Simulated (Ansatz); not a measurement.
The reference is GaN in the wurtzite structure (space group P6_3mc, No. 186; a = 3.1518 Å, c = 5.1383 Å). Axes: x lies along a and z along c of the hexagonal cell.

Structures relaxed with Kohn–Sham DFT with the LDA functional, run in Ansatz (a first-principles code) with PAW and 420 eV plane waves, spin-orbit coupling left out.

Base:

Simulated powder pattern, Cu Kα1, λ = 1.54056 Å (kinematic, ideal powder, no thermal factors, no anomalous dispersion; the 8 strongest lines at most, above 2 %, up to 2θ = 90°):

```json
[
 {"2θ (°)": "32.78", "I/Imax (%)": "43", "hkl": "(100)"},
 {"2θ (°)": "34.89", "I/Imax (%)": "36", "hkl": "(002)"},
 {"2θ (°)": "37.27", "I/Imax (%)": "100", "hkl": "(101)"},
 {"2θ (°)": "48.63", "I/Imax (%)": "21", "hkl": "(102)"},
 {"2θ (°)": "58.52", "I/Imax (%)": "29", "hkl": "(110)"},
 {"2θ (°)": "64.14", "I/Imax (%)": "30", "hkl": "(103)"},
 {"2θ (°)": "69.98", "I/Imax (%)": "26", "hkl": "(112)"},
 {"2θ (°)": "71.46", "I/Imax (%)": "15", "hkl": "(201)"}
]
```

Modification: uniaxial strain ε_zz = −2.40 %, all other strain components held at zero; the atoms relax in the strained cell.

After the change:

Simulated powder pattern, Cu Kα1, λ = 1.54056 Å (kinematic, ideal powder, no thermal factors, no anomalous dispersion; the 8 strongest lines at most, above 2 %, up to 2θ = 90°):

```
2θ (°)  I/Imax (%)    hkl
------  ----------  -----
32.78           44  (100)
35.78           35  (002)
37.48          100  (101)
49.31           20  (102)
58.52           30  (110)
65.41           29  (103)
70.52           26  (112)
71.60           15  (201)
```

The indices refer to the base's conventional cell; one index is shown for lines that coincide.

Stability against distortions was not tested.
